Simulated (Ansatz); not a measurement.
The reference is Pt in the fcc (Cu type) structure (space group Fm-3m, No. 225; relaxed with 0.1 eV smearing).

```yaml
crystal:
  lattice:
    - [0.00000, 1.95989, 1.95989]
    - [1.95989, 0.00000, 1.95989]
    - [1.95989, 1.95989, 0.00000]
  atoms:
    - { symbol: Pt, position: [0.00000, 0.00000, 0.00000] }
```

Cartesian axes are those of the cell as printed.

All numbers come from PBEsol in Ansatz (plane waves to 420 eV, PAW, without spin-orbit coupling).

Before the change:

The pressure is 0.0 GPa.

The change: tensor shear ε_xy = +0.57 % (engineering shear γ = 0.0114), atoms relaxed at fixed cell.

Q: What does the calculation give for the energy relative to the base and pressure after the change?

A: The energy increases by 0.5 meV/atom; the pressure (mean of the normal stresses, compression positive) remains 0.0 GPa.

The cells carry an imposed strain or load. Whether these cells are dynamically stable was not tested. The final runs are not spin-polarised.

Ansatz is a program for electronic structure.
